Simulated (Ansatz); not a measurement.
Start from KTaO3 in the cubic perovskite structure (space group Pm-3m, No. 221; a = 3.984 Å). Axes: x, y, z lie along the cube axes.

All numbers come from PBEsol (Ansatz, a program for electronic structure, PAW, no SOC), earlier PAW set.

Modification: the cell is scaled by 1.0227 in all directions; the atoms relax in the strained cell.

**Question.** Predict the stress tensor and what it implies for the stiffness.

**Answer.** Stress of the strained cell less that of the base (GPa, compression positive):
```
 -11.79    0.00    0.00
   0.00  -11.79    0.00
   0.00    0.00  -11.79
```

Then B = −ΔP/(ΔV/V₀) with ΔV/V₀ = 0.0697 gives secant stiffness values (nonlinear terms included at this strain): B ≈ 169 GPa.

As a check, the harmonic strain energy −½ V₀ Δσ:ε is 32 meV/atom; the computed energy rise is 34 meV/atom.

Whether these cells are dynamically stable was not tested.
